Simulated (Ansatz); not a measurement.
Migration barriers of dopant-vacancy pairs in covalent semiconductors: PBE bands (Ansatz, an electronic-structure program, plane waves to 420 eV, PAW, climbing-image NEB) beside the CHGNet universal potential on its own band (it has no charge state). Forward barriers of single hops from the lowest site run, static nuclei, no finite-size correction. The rows are a random draw from the bands that converged and passed our checks of state and shape. Saddle orders were checked for a part of the study's bands only and are not shown. Vacancies start on their lattice site; split forms were not set up. Charge states are imposed.

```tsv
Defect	Route	Hop (Å), direction in the unit cell	End over start, densest mesh run (eV)	Cell and PBE mesh	CHGNet k-points	PBE (eV)	CHGNet (eV)
Ge-vacancy pair (Ge on Al, Al vacant) in zinc-blende AlP, charge -2	a nearby Al jumps into the vacancy (Ge-vacancy distance between ideal sites 3.90 → 6.75 Å)	3.68 along (-0.47, -0.47, 0.00)	0.29	64 sites, 2×2×2 shifted	none	1.66	0.73
Si-vacancy pair (Si on Al, Al vacant) in zinc-blende AlP, charge -2	a nearby Al jumps into the vacancy (Si-vacancy distance between ideal sites 3.90 Å throughout)	3.74 along (0.48, 0.48, 0.00)	0.00	64 sites, 2×2×2 shifted	none	1.58	?
Si-vacancy pair (Si on Al, Al vacant) in zinc-blende AlP, charge -2	a nearby Al jumps into the vacancy (Si-vacancy distance between ideal sites 3.90 Å throughout)	3.64 along (-0.47, 0.00, 0.47)	0.00	64 sites, 2×2×2 shifted	none	1.52	0.69
Si-vacancy pair (Si on Al, Al vacant) in zinc-blende AlP, charge -2	a nearby Al jumps into the vacancy (Si-vacancy distance between ideal sites 3.90 → 6.75 Å)	3.69 along (-0.47, -0.48, 0.00)	0.32	64 sites, 2×2×2 shifted	none	1.66	0.74
Ge-vacancy pair (Ge on Al, Al vacant) in zinc-blende AlP, charge -2	a nearby Al jumps into the vacancy (Ge-vacancy distance between ideal sites 3.90 Å throughout)	3.74 along (0.48, 0.48, 0.00)	0.00	64 sites, 2×2×2 shifted	none	1.67	?
Ge-vacancy pair (Ge on Al, Al vacant) in zinc-blende AlP, charge -2	a nearby Al jumps into the vacancy (Ge-vacancy distance between ideal sites 3.90 Å throughout)	3.67 along (-0.47, 0.00, 0.47)	0.00	64 sites, 2×2×2 shifted	none	1.62	0.71
```

Q: Fill in the missing entries.

A: 
- Si-vacancy pair (Si on Al, Al vacant) in zinc-blende AlP, charge -2, CHGNet (eV): 0.72
- Ge-vacancy pair (Ge on Al, Al vacant) in zinc-blende AlP, charge -2, CHGNet (eV): 0.72
